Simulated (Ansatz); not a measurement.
Take MgTe in the zinc blende structure (space group F-43m, No. 216; a = 6.439 Å) as the base. Axes: x, y, z lie along the cube axes.

All numbers come from Kohn–Sham DFT with the PBEsol functional, run in Ansatz (a quantum-chemistry and plane-wave program) with PAW and 420 eV plane waves, scalar-relativistic without spin-orbit coupling.

Modification: uniaxial strain ε_zz = −3.00 %, all other strain components held at zero; the atoms relax in the strained cell.

**Question.** Predict the stress tensor and what it implies for the stiffness.

**Answer.** Stress of the strained cell less that of the base (GPa, compression positive):
```
   1.04    0.00    0.00
   0.00    1.04    0.00
   0.00    0.00    1.39
```

Then −Δσ_ii/ε with ε = -0.0300 gives secant stiffness values (nonlinear terms included at this strain): C33 ≈ 46 GPa, C13 ≈ 35 GPa and C23 ≈ 35 GPa.

As a check, the harmonic strain energy −½ V₀ Δσ:ε is 4.3 meV/atom; the computed energy rise is 4.2 meV/atom.

Stability against distortions was not tested.
